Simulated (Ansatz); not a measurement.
Abridged Ansatz (a program for electronic structure) output:

```
Relaxation: its limit of steps is 50 (relax.max_steps)
Pseudopotential: Zr, paw, valence charge 12
Pseudopotential: B, paw, valence charge 3
Crystal: 3 atoms, lattice volume = 30.390 Å³
Basis set: ecut = 420 eV, 563 PW (Γ), exchange–correlation on 48×48×48 points (8 copies of the dense FFT grid, shifted against one another)
Bands: 13, of which v1, the nominal top of the filled ones, is band 9 counted from 1 (8 counted from 0)
Symmetry: 24 space group operations
k-points: 432 of 7056
Functional: x = pbe(κ = 0.804, μ = 0.2195149727645171), c = pbe(β = 0.06672455060314922)
SCF iter   1: F=—  HF=-4498.720219 eV  |F-HF|=—  |Δ(HF+E_count)|=         —  Δρ=1.43e-3  dr2=4.87e-4  ethr=1.77e-3  ⟨swp⟩=4.8  Hψ=27363  notcnv=0
SCF iter   2: F=—  HF=-4498.720202 eV  |F-HF|=—  |Δ(HF+E_count)|=   1.67e-5  Δρ=8.56e-4  dr2=2.58e-4  ethr=2.71e-6  ⟨swp⟩=2.1  Hψ=12280  notcnv=0
SCF 1 converged in 8 iterations: F = -4498.720195 eV  dr2 = 2.04e-10
relax step   1: F+E_penalty+E_count = -4498.72019491 eV  Δ(F+E_penalty+E_count) = +0.000e0 eV  max|allowed force component| = 1.480e-16 eV/Å  Δτ_max = 0.0000 Å  (8 SCF iters, accepted)
SCF converged after 8 iterations
Free energy (F): -4498.720195 eV
Internal energy: -4498.711140 eV  (E = F + TS)
E sigma→0 (E₀):  -4498.715667 eV
Entropy (-TS):   -0.009055 eV (-3.018 meV/atom)
Fermi energy:    16.007094 eV
--- Forces (eV/Å), atoms counted from 1 ---
  atom   1  Zr     0.00000000     0.00000000     0.00000000
  atom   2  B     -0.00000000    -0.00000000     0.00000000
  atom   3  B      0.00000000     0.00000000     0.00000000
--- Stress (GPa, compression-positive) ---
        3.807977       0.000000       0.000000
       -0.000000       3.807977       0.000000
        0.000000       0.000000       3.478254
  P = ⅓ Tr σ = 3.6981 GPa (36.981 kbar)
--- Relaxed structure (1 steps of the walk, 1 accepted, 0 SCFs on fresh bases) ---
  atoms:
    - { symbol: Zr, position: [0.0, 0.0, 0.0] }
    - { symbol: B, position: [0.6666666666666666, 0.3333333333333333, 0.5] }
    - { symbol: B, position: [0.3333333333333333, 0.6666666666666666, 0.5] }
```

What was computed, and what are the main results?

ZrB2, 3 atoms in the cell, with plane-wave PAW DFT at the PBE level (Ansatz, 420 eV), scalar-relativistic without spin-orbit coupling. The last SCF converged to F = -4498.720195 eV, or -1499.5734 eV per atom, at a pressure of 3.70 GPa. The total energy compares only with runs of the same code, potentials and settings.

The cells carry an imposed strain or load. Whether these cells are dynamically stable was not tested. The final runs are not spin-polarised. The cell was made from ZrB2 (space group P6/mmm, No. 191) by this change: isotropic strain −0.50 %.

Keys are those of Ansatz 0.2.
